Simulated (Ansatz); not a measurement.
Here is the system:

End structure of the (110) surface of silicon, Ge on all atoms bonded under the surface atoms, no caps (bottom of the slab: built like the top, H on every dangling bond, free):

```
CELL_PARAMETERS angstrom
      7.73575     0.00000     0.00000
      0.00000     5.47000     0.00000
      0.00000     0.00000    31.00000
ATOMIC_POSITIONS crystal
  Si 0.00000 0.99782 0.30181
  Si 0.50000 0.99782 0.30181
  Si 0.25000 0.75218 0.30181
  Si 0.75000 0.75218 0.30181
  Si 0.25000 0.49984 0.36365
  Si 0.75000 0.49984 0.36365
  Si 0.50000 0.25016 0.36365
  Si 0.00000 0.25016 0.36365
  Si 0.50000 0.99990 0.42594
  Si 0.00000 0.99990 0.42594
  Si 0.75000 0.75010 0.42594
  Si 0.25000 0.75010 0.42594
  Si 0.75000 0.50000 0.48830
  Si 0.25000 0.50000 0.48830
  Si 0.00000 0.25000 0.48830
  Si 0.50000 0.25000 0.48830
  Si 0.00000 0.00000 0.55068
  Si 0.50000 0.00000 0.55068
  Si 0.25000 0.75000 0.55068
  Si 0.75000 0.75000 0.55068
  Si 0.25000 0.49852 0.61289
  Si 0.75000 0.49852 0.61289
  Si 0.50000 0.25148 0.61289
  Si 0.00000 0.25148 0.61289
  Ge 0.50000 0.01311 0.67905
  Ge 0.00000 0.01311 0.67905
  Ge 0.75000 0.73689 0.67905
  Ge 0.25000 0.73689 0.67905
  Si 0.75000 0.49027 0.74299
  Si 0.25000 0.49027 0.74299
  Si 0.00000 0.25973 0.74299
  Si 0.50000 0.25973 0.74299
  H  0.00000 0.15678 0.26224
  H  0.50000 0.15678 0.26224
  H  0.25000 0.59322 0.26224
  H  0.75000 0.59322 0.26224
```

Slab: 36 atoms, 14.7 Å thick at the start with caps and adatoms; k 4x5x1, smearing 0.025 eV, dipole-corrected; 8 atoms held, the rest relaxed; held to the start's symmetry, so lower structures may exist; no spin (no spin-polarised run to compare, though such a face may carry moments), no spin-orbit, no U. The slab shows no gap over 0.04 eV on its mesh. It is one candidate, not shown to be the stable structure of the face.

### Question
What work function of the top face does PBE in Ansatz (a program for electronic structure) give?

### Answer
4.88 eV
